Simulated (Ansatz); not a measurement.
# What biaxial strain +1.20 %, plane normal [001], relaxed out of plane does to ZnO

The reference is ZnO in the wurtzite structure (space group P6_3mc, No. 186; a = 3.230 Å, c = 5.214 Å). Axes: x lies along a and z along c of the hexagonal cell.

Perturbation: biaxial strain +1.20 %, plane normal [001], relaxed out of plane (Cartesian); in-plane vectors clamped, the third vector and the atoms free.

All numbers come from Ansatz (a first-principles code), PBEsol, PAW, cutoff 420 eV, no spin-orbit coupling. k-mesh 12×12×7 (Γ-centred); smearing 0.05 eV (Fermi–Dirac).

| quantity | base | changed | shift |
|---|---|---|---|
| volume per atom | 11.78 Å³ | 11.91 Å³ | +0.136 Å³ |
| space group | P6_3mc (No. 186) | P6_3mc (No. 186) | – |
| shortest interatomic distance | 1.969 Å | 1.978 Å | +0.009 Å |
| pressure (mean of the normal stresses, compression positive) | 0.00 GPa | -1.69 GPa | -1.69 GPa |
| band gap | 0.70 eV | 0.72 eV | +0.013 eV |
| gap character | direct at Γ | direct at Γ | – |
| width of the top valence band | 1.83 eV | 1.81 eV | -0.02 eV |
| electron mass | 0.13 mₑ (at Γ) | 0.14 mₑ out of plane, 0.13 mₑ in plane (at Γ) | – |
| valence-band top at Γ (three highest levels, from the VBM) | 0.00, 0.00, -0.10 eV | 0.00, 0.00, -0.08 eV | – |
| out-of-plane strain | – | -1.23 % | – |
| ratio −ε⊥/ε∥ | – | 1.03 | – |
| mean in-plane stress (compression positive) | – | -2.5 GPa | – |

Final structure (turned so that z lies along the plane normal):

```
CELL_PARAMETERS angstrom
      3.26872     0.00000     0.00000
      1.63436     2.83080     0.00000
      0.00000     0.00000     5.15012
ATOMIC_POSITIONS crystal
  Zn 0.33333 0.33333 0.99837
  Zn 0.66667 0.66667 0.49837
  O  0.33333 0.33333 0.38363
  O  0.66667 0.66667 0.88363
```

Masses are band curvatures over ±0.01 Å⁻¹ around the edge. Gaps are Kohn–Sham eigenvalue differences; semilocal functionals usually give less than the measured gap. Whether these cells are dynamically stable was not tested.
